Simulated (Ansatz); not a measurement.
# How the smallest direct gap on the k points sampled of Sr3P2 (model structure, from the A-La2O3 type, P-3m1, No. 164) moves with the method

No measured value is used here.

| level (code) | value (eV) |
|---|---|
| LDA (Ansatz) | 1.05 |
| PBEsol+SOC (Ansatz) | 1.11 |
| r²SCAN+SOC (Ansatz) | 1.46 |
| PBE0 (Ansatz) | (withheld) |
| r²SCAN0 (Ansatz) | 2.67 |

### Question
What belongs in the gaps?

### Answer

- PBE0 (Ansatz, a first-principles code), value (eV): 2.41

Computed values are for a static lattice. Spin–orbit coupling is included only where a level's name says +SOC; with heavier elements it mostly lowers gaps and can invert bands.  Values are at the PBEsol cell. Cutoffs and k meshes differ between the levels. Ansatz's density-functional and Hartree–Fock values are scalar-relativistic unless marked +SOC, with PAW data made under PBE.

A model structure was made by putting elements into a prototype or built by hand; it is no filed structure, need not be a known phase, and can be a saddle point held by its symmetry.
